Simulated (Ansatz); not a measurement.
**O on the C site (O_C) (6H silicon carbide host)**

Calculation: PBE, PAW (plane waves to 420 eV; Ansatz, a first-principles code). The supercell holds 144 host sites (3×2×1 repeats of a cell of 24 atoms), with a 2×2×1 shifted k-point sampling for the final energies. Site at the start: the C(k2) site. Finite-size correction: monopole term and site-potential alignment. Dielectric constants: PBE linear response of the host. Host gap at this level: 2.01 eV. A cell of this size leaves errors of a few tenths of an eV. Levels are measured in PBE's own, too narrow, gap. Spin–orbit coupling is left out. Each state is the lowest found from its start.

Formation energies E_f are given with the Fermi level at the valence-band maximum. Chemical conditions: C-rich (Δμ(C) = 0.00 eV, Δμ(O) = -3.97 eV, bounded by alpha cristobalite; only phases computed here count, gases as isolated molecules at 0 K); Si-rich (Δμ(C) = -0.41 eV, Δμ(O) = -4.17 eV, bounded by alpha cristobalite; only phases computed here count, gases as isolated molecules at 0 K). Reference phases: C: graphite, O: O2 molecule in a box.

Charges with a result: +2, +1, 0, −1. Others weren't obtained, and one of them could lie lower, also by skipping a charge.

| charge | moment (μB) | largest move off a lattice site (Å) | image correction with alignment (eV) | E_f, C-rich (eV) | E_f, Si-rich (eV) |
|---|---|---|---|---|---|
| +2 | not spin-polarised | 0.15 | 0.59 | 0.86 | 0.65 |
| +1† | 1.0 | 0.14 | 0.16 | – | – |
| 0† | not spin-polarised | 0.14 | 0.00 | 3.81 | 3.61 |
| −1* | fractional | 0.14 | – | – | – |

* At this level the carrier isn't localised at the defect: at charge −1 electrons occupy the conduction band. Such a state is shallow or no state of the defect, and this cell gives it no level.

† Not settled in this cell, so no level is given: charge +1: carriers not clearly localised; charge 0: carriers not clearly localised.

Flagged in the runs: a doubtful potential alignment, a host whose relaxation on this sampling wasn't shown to rest.
